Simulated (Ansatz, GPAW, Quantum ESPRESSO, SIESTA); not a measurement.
# One structure in several programs: LiPd₇ (Fm-3m, 8 atoms in the cell)

Self-consistent single point.

```
LiPd7
1.0
    0.00000     3.88572     3.88572
    3.88572     0.00000     3.88572
    3.88572     3.88572     0.00000
Li Pd
1 7
Direct
  0.00000   0.00000   0.00000
  0.50000   0.50000   0.50000
  0.00000   0.00000   0.50000
  0.50000   0.50000   0.00000
  0.50000   0.00000   0.00000
  0.00000   0.50000   0.50000
  0.00000   0.50000   0.00000
  0.50000   0.00000   0.50000
```
Moments meant for the start (each program seeds them in its own way; μB, in the order of the atoms Li Pd Pd Pd Pd Pd Pd Pd): 0.0 1.0 1.0 1.0 1.0 1.0 1.0 1.0.

All programs got the same cell, k-point mesh and kind of occupations, and the same starting moments (in Ansatz's words: kpoints.mp_grid.grid = 5 5 5; magnetization.spin_polarized = true; scf.occupations.method = fermi_dirac; scf.occupations.width = 0.136 eV); potentials, basis and cutoffs are each program's usual ones.

| code | model | pressure (GPa) | k-points | cutoff |
|---|---|---|---|---|
| GPAW | PBEsol, GPAW PAW datasets PBEsol (made by gpaw-setup) | -4.25 | 10 | 550 eV |
| Ansatz | PBEsol, PAW files made with PBE | -4.60 | 10 | 420 eV |
| SIESTA | GGA PBEsol, numerical atomic orbitals DZP, PseudoDojo PBEsol standard norm-conserving potentials (rewritten from UPF to PSML) | -3.48 | 63 | grid 300 Ry |
| Quantum ESPRESSO | PBEsol, GBRV 1.5 ultrasoft (PBESOL) pseudopotentials | -3.91 | 10 | 40 Ry |

The spread over the programs that give each value: pressure within 1.12 GPa.

The starting cell comes from a database of computed structures (which also holds hypothetical and non-ambient phases and stackings), without a prior relaxation at this level. On Ansatz's run: The starting moments vanished: the run ended non-magnetic. The program warned that a starting moment was not kept. In the base run, with a pressure of about -5 GPa the cell is away from its equilibrium volume at this level.

### Question
Why do the programs differ, and what cannot be compared?

### Answer
Differences of this kind can come from the potentials, where these differ, and from what each basis and cutoff leave unconverged. The valence holds different numbers of electrons (GPAW 113, Ansatz (an electronic-structure program) 129, SIESTA 129, Quantum ESPRESSO 115). The zero of total energies and Fermi levels follows the potentials and each program's conventions, so they are not compared here. SIESTA uses small atom-centred bases, whose incompleteness enters pressures, forces and empty levels differently from a plane-wave cutoff. Ansatz's pressure is given at a fixed set of plane waves, as the other plane-wave codes print theirs; with its correction for the finite basis it is -4.56 GPa. The programs reduce the same mesh by symmetry to different extents, which changes the work and not the result.

Left out of this page: ABINIT (stopped by limits of time or memory); Elk and FLEUR (not drawn, or without a comparable value).

Keys are those of Ansatz 0.2.
